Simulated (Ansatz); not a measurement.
```
CELL_PARAMETERS angstrom
      7.37834     0.00000     0.00000
      0.00000     6.42757     0.00000
      0.00000     0.00000     6.12863
ATOMIC_POSITIONS crystal
  Zn 0.50000 0.15692 0.99977
  Zn 0.00000 0.84308 0.49977
  Cu 0.74913 0.32975 0.50685
  Cu 0.75087 0.67025 0.00685
  Cu 0.25087 0.32975 0.50685
  Cu 0.24913 0.67025 0.00685
  Ge 0.50000 0.83315 0.49955
  Ge 0.00000 0.16685 0.99955
  S  0.50000 0.82044 0.86811
  S  0.00000 0.17956 0.36811
  S  0.50000 0.16364 0.37974
  S  0.00000 0.83636 0.87974
  S  0.75432 0.34004 0.87407
  S  0.74568 0.65996 0.37407
  S  0.24568 0.34004 0.87407
  S  0.25432 0.65996 0.37407
```

The numbers are results of PBEsol, rigid bands (plane waves, PAW, scalar-relativistic; Ansatz, an electronic-structure program), not measurements. Cell: cell and atoms relaxed with PBEsol.

Task: Predict the electron conductivity mass (n e² τ/σ) at 300 K, by direction if it differs.

Result: 0.147 (x), 0.181 (y), 0.149 (z) mₑ.

Task: And the band gap?

Result: 0.51 eV at this level; semilocal functionals usually fall short of the measured gap.

Rigid bands, one relaxation time for all states, no polarons. Spin-orbit coupling is left out; where it splits the top of the valence band it changes the hole mass and lowers the gap by about a third of the splitting.

Computed structure with no diffraction record at hand here (it may be known, metastable or hypothetical): Cu2ZnGeS4 (Pmn2_1).
